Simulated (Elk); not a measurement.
Band structure of Hf₄AlSi (I422, 6 atoms in the cell).

```
CELL_PARAMETERS angstrom
     -3.32953     3.32953     2.60735
      3.32953    -3.32953     2.60735
      3.32953     3.32953    -2.60735
ATOMIC_POSITIONS crystal
  Hf 0.40414 0.90414 0.80828
  Hf 0.90414 0.09586 0.50000
  Hf 0.09586 0.59586 0.19172
  Hf 0.59586 0.40414 0.50000
  Al 0.50000 0.50000 0.00000
  Si 0.00000 0.00000 0.00000
```

Level of theory: PBEsol, all-electron FP-LAPW, Elk's shipped species files, default APW+lo basis in Elk.

Settings: xctype = 22; stype = 0; swidth = 0.00367493 Ha; ngridk = 6 6 6; rmtscf = 0.92; maxscl = 100.

The starting cell comes from a database of computed structures (which also holds hypothetical and non-ambient phases and stackings), without a prior relaxation at this level. Spin-orbit coupling is off. Values depend on the basis (sphere radii, cutoffs, local orbitals), which need not be converged.

Levels in eV from the Fermi level, bands 55 to 62:
| point | 55 | 56 | 57 | 58 | 59 | 60 | 61 | 62 |
|---|---|---|---|---|---|---|---|---|
| Γ | -1.08 | -0.84 | -0.76 | -0.65 | -0.65 | 1.91 | 2.25 | 2.39 |
| X | -1.43 | -1.23 | -0.72 | -0.11 | -0.09 | 1.52 | 1.53 | 1.83 |
| M | -1.25 | -0.51 | -0.35 | 0.07 | 0.49 | 0.74 | 0.74 | 1.56 |
| Z | -1.10 | -0.61 | -0.20 | 0.05 | 0.88 | 0.92 | 0.99 | 1.06 |
| P | -0.78 | -0.54 | -0.40 | -0.40 | -0.37 | 0.56 | 0.56 | 2.62 |
| N | -0.56 | -0.46 | -0.40 | -0.11 | 0.10 | 0.44 | 0.53 | 2.21 |
| Z1 | -1.10 | -0.61 | -0.20 | 0.05 | 0.88 | 0.92 | 0.99 | 1.06 |

Bands cross the Fermi level along this path, so the cell is metallic at this level.
